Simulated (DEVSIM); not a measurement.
Structure: Al0.35Ga0.65As/GaAs p-n heterojunction, at 300 K.

```csv
layer (left to right),material,thickness (μm),Nd (cm⁻³),Na (cm⁻³),τn (s),τp (s)
1,Al0.35Ga0.65As,0.250,-,4.2e16,1.3e-9,1.3e-9
2,GaAs,2.50,2.7e15,-,1.3e-9,1.3e-9
```

Left contact: ohmic. Right contact: ohmic. Voltage is applied to the left contact. Recombination: SRH at mid-gap, radiative. Mobility is μmin + (μ − μmin)/(1 + (N/Nref)^α).

Constants are typed, rounded textbook-type inputs, not results; the design itself was drawn at random and stands for no fabricated device. Values at 300 K.

```csv
parameter,Al0.35Ga0.65As,GaAs
gap (eV),1.8604,1.424
affinity (eV),3.7935,4.07
permittivity,11.91,12.9
Nc (cm⁻³),7.44e17,4.7e17
Nv (cm⁻³),9e18,9e18
μn (cm²/Vs),3495,8500
μp (cm²/Vs),176,400
"μn,min",500,500
"μp,min",20,20
"Nref,n",6e16,6e16
"Nref,p",1.5e17,1.5e17
αn,0.39,0.39
αp,0.38,0.38
B (cm³/s),2e-10,2e-10
```

Simulated with DEVSIM: 1D drift-diffusion, Boltzmann statistics, complete ionisation; no tunnelling, impact ionisation, image-force lowering or self-heating. Band offsets follow the typed affinities; no thermionic-emission limit at abrupt steps, no polarisation charge.

Problem. Tabulate band edges, carrier densities and field at 1.05 V on the left contact.

Solution. Energies count from the Fermi level of the right contact; mesh points crowd at the junctions.

| x (μm) | Ec (eV) | Ev (eV) | n (cm⁻³) | p (cm⁻³) | field (V/cm) |
|---|---|---|---|---|---|
| 0.000 | 0.672 | -1.189 | < 1e2 | 4.2e16 | 11 |
| 0.005534 | 0.672 | -1.189 | 110000 | 4.2e16 | 11 |
| 0.01719 | 0.672 | -1.189 | 340000 | 4.2e16 | 10 |
| 0.04363 | 0.672 | -1.189 | 850000 | 4.2e16 | ≈ 0 |
| 0.1246 | 0.671 | -1.189 | 2500000 | 4.1e16 | -260 |
| 0.1908 | 0.658 | -1.202 | 6000000 | 2.5e16 | -6200 |
| 0.2257 | 0.614 | -1.247 | 3.6e7 | 4.4e15 | -21000 |
| 0.2440 | 0.565 | -1.295 | 2.3e8 | 6.6e14 | -32000 |
| 0.2500 | 0.545 | -1.316 | 5.2e8 | 2.9e14 | -35000 |
| 0.2552 | 0.253 | -1.171 | 2.6e13 | 7.9e16 | -25000 |
| 0.2669 | 0.230 | -1.194 | 6.5e13 | 3.2e16 | -17000 |
| 0.3076 | 0.185 | -1.239 | 3.7e14 | 5.5e15 | -7600 |
| 0.3804 | 0.150 | -1.274 | 1.4e15 | 1.4e15 | -2900 |
| 0.5380 | 0.131 | -1.293 | 3.0e15 | 6.0e14 | -310 |
| 1.088 | 0.130 | -1.294 | 3.0e15 | 3.4e14 | 28 |
| 1.885 | 0.132 | -1.292 | 2.8e15 | 1.4e14 | 20 |
| 2.353 | 0.133 | -1.291 | 2.8e15 | 6.0e13 | 17 |
| 2.569 | 0.133 | -1.291 | 2.7e15 | 2.7e13 | 17 |
| 2.690 | 0.133 | -1.291 | 2.7e15 | 9.0e12 | 17 |
| 2.725 | 0.133 | -1.291 | 2.7e15 | 3.8e12 | 17 |
| 2.741 | 0.133 | -1.291 | 2.7e15 | 1.3e12 | 17 |
| 2.750 | 0.133 | -1.291 | 2.7e15 | < 1e2 | 17 |
